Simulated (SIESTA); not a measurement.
A short convergence ladder for Zn2SeS (P-4m2, 4 atoms in the cell)

```xyz
4
Lattice="3.9210 0.0000 0.0000 0.0000 3.9210 0.0000 0.0000 0.0000 5.5387" Properties=species:S:1:pos:R:3 pbc="T T T"
Zn     1.9605     0.0000     4.2263
Zn     0.0000     1.9605     1.3123
Se     0.0000     0.0000     2.7693
S      1.9605     1.9605     0.0000
```

Base method: LDA PW92, numerical atomic orbitals DZP, PseudoDojo LDA standard norm-conserving potentials (rewritten from UPF to PSML) (SIESTA).

Base settings: XC.functional = LDA; XC.authors = PW92; potentials = PseudoDojo LDA standard; PAO.BasisSize = DZP; PAO.EnergyShift = 0.005 Ry; MeshCutoff = 300 Ry; kgrid.MonkhorstPack = 3 3 2; OccupationFunction = FD; ElectronicTemperature = 10 K; MaxSCFIterations = 150.

**The force threshold of a relaxation**

On Zn2SeS (Pmm2, 4 atoms in the cell): one atom moved by 0.15 angstrom.

In this ladder: MD.TypeOfRun = FIRE; MD.Steps = 40.

The mesh stays at the base's, so the ladder's end is converged at best in this setting alone.

Only quantities that move along the ladder and can be compared are tabulated; the gap is left out on so coarse a mesh.

| MD.MaxForceTol | free energy less the last step's (meV/atom) | largest force left (eV/Å) | relaxation steps |
|---|---|---|---|
| 0.2 eV/Ang | 0.10 | 0.0709 | 4 |
| 0.1 eV/Ang | 0.10 | 0.0709 | 4 |
| 0.05 eV/Ang | 0.03 | 0.0308 | 10 |
| 0.03 eV/Ang | 0.01 | 0.0207 | 21 |
| 0.02 eV/Ang | 0.00 | 0.0058 | 22 |
| 0.01 eV/Ang | 0.00 | 0.0058 | 22 |
| 0.005 eV/Ang | 0.00 | 0.0050 | 27 |
| 0.002 eV/Ang | 0.00 | 0.0012 | 35 |
| 0.001 eV/Ang | 0.00 | 0.0008 | 36 |

Coarsest MD.MaxForceTol that holds the largest force left within 0.01 eV/Å of the last step, with all finer ones: 0.02 eV/Ang; the step before is off by 0.020 eV/Å.

Coarsest MD.MaxForceTol that holds the free energy within 0.05 meV/atom of the last step, with all finer ones: 0.05 eV/Ang; the step before is off by 0.10 meV/atom.

On the base run: the starting cell comes from a database of computed structures (which also holds hypothetical and non-ambient phases and stackings), without a prior relaxation at this level. Its lattice was rescaled by up to half a per cent. Values carry the incompleteness of an atom-centred basis.
